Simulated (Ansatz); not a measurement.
**TiO2, response to strain**

Consider TiO2 in the anatase structure (space group I4_1/amd, No. 141).

```yaml
crystal:
  lattice:
    - [-1.88489, 1.88489, 4.77584]
    - [1.88489, -1.88489, 4.77584]
    - [1.88489, 1.88489, -4.77584]
  atoms:
    - { symbol: Ti, position: [0.75000, 0.25000, 0.50000] }
    - { symbol: Ti, position: [0.00000, 0.00000, 0.00000] }
    - { symbol: O, position: [0.54247, 0.04247, 0.50000] }
    - { symbol: O, position: [0.79247, 0.79247, 0.00000] }
    - { symbol: O, position: [0.20753, 0.20753, 0.00000] }
    - { symbol: O, position: [0.95753, 0.45753, 0.50000] }
```

Strains are applied to the cell and any free atomic positions relax.

Level of theory: PBEsol in Ansatz (plane waves to 420 eV, PAW, no SOC).

Candidates:
(a) isotropic strain −3.00 %
(b) isotropic strain −1.80 %
(c) isotropic strain −0.60 %
(d) isotropic strain −1.20 %

Before the change:

Smallest direct gap: 2.44 eV

Question: Order them by smallest direct gap, lowest first.

Answer: (c) isotropic strain −0.60 % (2.48 eV), (d) isotropic strain −1.20 % (2.52 eV), (b) isotropic strain −1.80 % (2.55 eV), (a) isotropic strain −3.00 % (2.61 eV)

Stability against distortions was not tested. The final runs are not spin-polarised.

Ansatz is an electronic-structure program.
